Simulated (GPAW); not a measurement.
# Pressure against volume in AlB2-type MgB2 (space group 191) (GPAW, PBE)

```
MgB2
1.0
    3.03506     0.00000     0.00000
   -1.51753     2.62844     0.00000
    0.00000     0.00000     3.45741
Mg B
1 2
Direct
  0.00000   0.00000   0.00000
  0.66667   0.33333   0.50000
  0.33333   0.66667   0.50000
```

Computed with PBE, GPAW PAW datasets PBE (gpaw-data 1.0.1) (plane waves; GPAW 25.7.0). Settings: mode = pw; ecut = 1040 eV; xc = PBE; kpts = 22 22 17; mesh shift (steps) = 0 0 0; occupations.name = fermi-dirac; occupations.width = 0.05 eV; nbands = -7; convergence.density = 1e-05 e/electron; convergence.energy = 1e-05 eV/electron; symmetry.symmorphic = false; symmetry.tolerance = 0.0005; maxiter = 120. The cell above is the first row's. The rows scale it uniformly. In all rows fractional positions and the k mesh are held.

```
V (Å^3/atom)  P (GPa)
------------  -------
9.194            7.11
9.394            3.41
9.594            0.05
9.793           -2.99
9.993           -5.76
10.193          -8.28
10.393         -10.56
10.593         -12.63
10.793              ?
```

Question: Fit P against V with a cubic, and predict the withheld value at V = 10.793.

Answer: With u = V - 9.9, the rows have u = -0.7060, -0.5060, -0.3060, -0.1070, 0.0930, 0.2930, 0.4930, 0.6930. Least squares gives P = -4.508 - 13.8118·u + 3.3753·u² - 0.5193·u³. Residuals (row less fit): 0.002, -0.002, 0.001, 0.001, 0.004, -0.002, -0.001, 0.001; standard error 0.003 (degrees of freedom: 4). The fitted pressure is zero at V0 = 9.597, where dP/dV = -16.00, so B0 = -V0·dP/dV = 154 GPa. At the withheld row, u = 0.8930, so P = -4.508 - 13.8118 × 0.8930 + 3.3753 × 0.8930² - 0.5193 × 0.8930³ = -14.520 GPa. The calculation gives -14.51 GPa, 0.010 GPa above the prediction (under 0.05 % of the range of P in the table). The row lies outside the fitted rows, so this is an extrapolation. From the scatter of the fitted rows alone, a prediction at this place has a standard error of 0.007 GPa, so the miss is 1.4 times that.

Carrying the step between the two nearest rows on in a straight line would have given -14.70, off by 0.19; series whose last step already gives the withheld value aren't shown. The scan was laid around a cell of about the measured size, scaled by a guess for this functional; axis ratios and inner coordinates come from that cell. The runs keep the symmetry of the cell, so they don't test it for distortions. The shape of the cell and the inner coordinates aren't relaxed, so V0 and B0 belong to this uniform scaling; a relaxed crystal lies no higher in energy and is usually softer. Cutoffs and mesh are single choices, not tested for convergence of this quantity. Series with a scatter that would blur these digits, or in which a gap closes, are not shown.
